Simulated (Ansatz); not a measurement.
Defect: Au-vacancy pair (Au on one host Ru site, one Ru site vacant) in hcp Ru, neutral cell. The step: direct exchange of Au with the vacancy (Au-vacancy distance between ideal sites 2.66 Å throughout); the atom moves 2.45 Å along (-0.62, -0.31, 0.46) of the unit cell; the moving atom starts with neighbours 2 Ru at 2.68, 2 Ru at 2.72, Ru at 2.73, 2 Ru at 2.76, 2 Ru at 2.79, 2 Ru at 2.81 Å and ends with 2 Ru at 2.68, 2 Ru at 2.72, Ru at 2.73, 2 Ru at 2.76, 2 Ru at 2.79, 2 Ru at 2.81 Å. DFT values are from Ansatz (plane-wave PAW, 420 eV unless said) in a cell of 36 host sites, spin-restricted, static, with no finite-size correction. Forms of the defect that were not tried may lie lower. For the PBE band: the saddle point's order was not checked, and it lies on a symmetry element of the cell, where a band can be held.

```json
[
 {"Level": "CHGNet universal potential (has no charge state), its own band", "Forward barrier (eV)": "0.33", "Cost of the band or of the saddle's single point": "-"},
 {"Level": "PBE, a 2×2×2 k-point mesh shifted by half a step along c, band relaxed", "Forward barrier (eV)": "1.50", "Cost of the band or of the saddle's single point": "about 29 core-minutes (a rough figure)"},
 {"Level": "PBE, a 4×4×4 k-point mesh shifted by half a step along c, same geometries", "Forward barrier (eV)": "1.55", "Cost of the band or of the saddle's single point": "roughly 10 core-minutes"},
 {"Level": "r2SCAN at 500 eV, a 2×2×2 k-point mesh shifted by half a step along c, same geometries", "Forward barrier (eV)": "…", "Cost of the band or of the saddle's single point": "roughly 4 core-minutes"}
]
```

### Question
What belongs in the gaps?

### Answer

- r2SCAN at 500 eV, a 2×2×2 k-point mesh shifted by half a step along c, same geometries, Forward barrier (eV): 1.48

Ansatz is an electronic-structure program.
